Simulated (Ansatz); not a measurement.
Data:

End structure of a constructed model of the (100) surface of fcc Pt, a pseudomorphic layer of Cu in the host's stacking (bottom of the slab: a bare face, its two planes held):

```yaml
crystal:
  lattice:
    - [2.80721, 0.00000, 0.00000]
    - [0.00000, 2.80721, 0.00000]
    - [0.00000, 0.00000, 28.00000]
  atoms:
    - { symbol: Pt, position: [0.50000, 0.50000, 0.28750] }
    - { symbol: Pt, position: [0.00000, 0.00000, 0.35840] }
    - { symbol: Pt, position: [0.50000, 0.50000, 0.42886] }
    - { symbol: Pt, position: [0.00000, 0.00000, 0.49956] }
    - { symbol: Pt, position: [0.50000, 0.50000, 0.57042] }
    - { symbol: Pt, position: [0.00000, 0.00000, 0.64205] }
    - { symbol: Cu, position: [0.50000, 0.50000, 0.70197] }
```

Slab: 7 atoms, 11.9 Å thick at the start; k 13x13x1, smearing 0.1 eV, dipole-corrected; single point; on the structure that PBE left under its start's symmetry; no spin, no spin-orbit, no U. It is one candidate, not shown to be the stable structure of the face.

Q: Estimate the work function of the top face that Ansatz (a quantum-chemistry and plane-wave program) with r2SCAN, at the PBE geometry returns for this input.

A: 4.35 eV
